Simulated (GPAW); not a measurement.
A relaxation of cell and atoms of NbIr3 (Pm-3m, 4 atoms in the cell) with GPAW.

Method: LDA (Perdew-Wang 92), GPAW PAW datasets LDA (gpaw-data 1.0.1) (plane waves; GPAW).

```
CELL_PARAMETERS angstrom
      3.94394     0.00000     0.00000
      0.00000     3.94394     0.00000
      0.00000     0.00000     3.94394
ATOMIC_POSITIONS crystal
  Nb 0.00000 0.00000 0.00000
  Ir 0.50000 0.50000 0.00000
  Ir 0.00000 0.50000 0.50000
  Ir 0.50000 0.00000 0.50000
```

Reference input (self-consistent single point, DFT LDA (Perdew-Wang 92), plane waves, GPAW PAW datasets LDA (gpaw-data 1.0.1)): mode = pw; ecut = 600 eV; xc = LDA; kpts = 8 8 8; mesh shift (steps) = 0 0 0; occupations.name = fermi-dirac; occupations.width = 0.05 eV; nbands = -8; symmetry.symmorphic = false; symmetry.tolerance = 0.0005; maxiter = 100. This run's input differs from it in these lines:

```diff
@@ -1,2 +1,4 @@
 from ase import Atoms
+from ase.filters import FrechetCellFilter
+from ase.optimize import LBFGS
 from ase.units import GPa
@@ -19,2 +21,3 @@
             nbands=-8,
+            convergence={'density': 1e-05},
             symmetry={'symmorphic': False, 'tolerance': 0.0005},
@@ -23,2 +26,10 @@
 atoms.calc = calc
+
+target = FrechetCellFilter(atoms)
+
+opt = LBFGS(target, logfile='-')
+converged = opt.run(fmax=0.02, steps=40)
+print('Relaxation converged:', converged)
+print('Cell:', atoms.cell.cellpar().round(4))
+print(atoms.get_scaled_positions().round(5))
```

Output, abridged:

```
     iter     time        total  log10-change:
                         energy   eigst   dens
iter:   1 --:--:--   -48.693097
iter:   2 --:--:--   -48.082498   -1.00  -1.33
iter:   3 --:--:--   -46.811601   -1.15  -1.35
iter:   4 --:--:--   -46.577207   -2.11  -1.49
iter:   5 --:--:--   -46.539296   -1.17  -1.60
iter:   6 --:--:--   -46.419302   -2.30  -1.96
iter:   7 --:--:--   -46.379408   -2.37  -2.21
iter:   8 --:--:--   -46.379078   -3.79  -2.65
iter:   9 --:--:--   -46.384962c  -3.59  -2.67
iter:  10 --:--:--   -46.379597c  -4.22  -2.52
iter:  11 --:--:--   -46.375630c  -3.42  -2.70
iter:  12 --:--:--   -46.375660c  -5.23  -3.55
   [... lines left out ...]
iter:  14 --:--:--   -46.375790c  -5.37  -3.23
iter:  15 --:--:--   -46.375633c  -5.31  -3.46
iter:  16 --:--:--   -46.375576c  -5.12  -3.67
iter:  17 --:--:--   -46.375578c  -6.52  -3.97
iter:  18 --:--:--   -46.375579c  -6.91  -4.19
iter:  19 --:--:--   -46.375580c  -7.55c -4.50
iter:  20 --:--:--   -46.375580c  -7.55c -4.68
iter:  21 --:--:--   -46.375580c  -8.20c -4.73
iter:  22 --:--:--   -46.375579c  -9.04c -4.77
iter:  23 --:--:--   -46.375580c  -8.56c -4.79
iter:  24 --:--:--   -46.375579c  -8.21c -4.93
iter:  25 --:--:--   -46.375580c  -8.07c -4.97
iter:  26 --:--:--   -46.375579c  -9.12c -5.03c
Converged after 26 iterations.

Dipole moment: (-0.000000, -0.000000, -0.000000) |e|*Ang

Energy contributions relative to reference atoms: (reference = -1556432.243943)

Kinetic:        -14.667574
Potential:       +6.062468
External:        +0.000000
XC:             -36.995668
Entropy (-ST):   -0.015280
Local:           -0.767165
SIC:             +0.000000
--------------------------
Free energy:    -46.383220
Extrapolated:   -46.375579

Showing only first 2 kpts
 Kpt  Band  Eigenvalues  Occupancy
  0    27     14.66453    0.00000
  0    28     14.66453    0.00000
  0    29     15.59013    0.00000
  0    30     15.59013    0.00000

  1    27     13.85512    0.00000
  1    28     14.56276    0.00000
  1    29     14.66532    0.00000
  1    30     15.63048    0.00000

Fermi level: 13.15351

No gap
   [... lines left out ...]
Occupation numbers: Fermi-Dirac:
Atomic positions and initial magnetic moments
Free energy:    -46.535106
Fermi level: 13.57209
No gap
Occupation numbers: Fermi-Dirac:
Atomic positions and initial magnetic moments
Free energy:    -46.671719
Fermi level: 14.62200
No gap
   [... lines left out ...]
  0 Nb    0.00000    0.00000    0.00000
  1 Ir   -0.00000    0.00000    0.00000
  2 Ir    0.00000    0.00000    0.00000
  3 Ir   -0.00000    0.00000    0.00000

LBFGS:    3 --:--:--      -46.673780        0.010304
Relaxation converged: True
Cell: [ 3.8538  3.8538  3.8538 90.     90.     90.    ]
[[0.  0.  0. ]
 [0.5 0.5 0. ]
 [0.  0.5 0.5]
 [0.5 0.  0.5]]
Energy (eV): -46.666559
Stress (GPa, Voigt): [ 0.1154  0.1154  0.1154  0.      0.     -0.    ]
```

The run converged. GPAW prints stress with tension positive. 

Summary of the result:
| Quantity | Result |
|---|---|
| Free energy E − TS (from the program's reference atoms) | -46.6738 eV |
| Fermi level (on the code's own zero) | 14.51 eV |
| Pressure | -0.12 GPa |
| Final cell | a = b = c = 3.854 Å, α = β = γ = 90.00° |
| Final volume per atom | 14.31 Å³ |
| Relaxation steps | 3 |

The starting cell comes from a database of computed structures (which also holds hypothetical and non-ambient phases and stackings), without a prior relaxation at this level. Its lattice was rescaled by a random factor within 2.5 % of one. Spin polarisation is off. The relaxation keeps the symmetry of its start, so its end need not be a minimum.

Cost on one core of a shared machine: roughly 4 min.
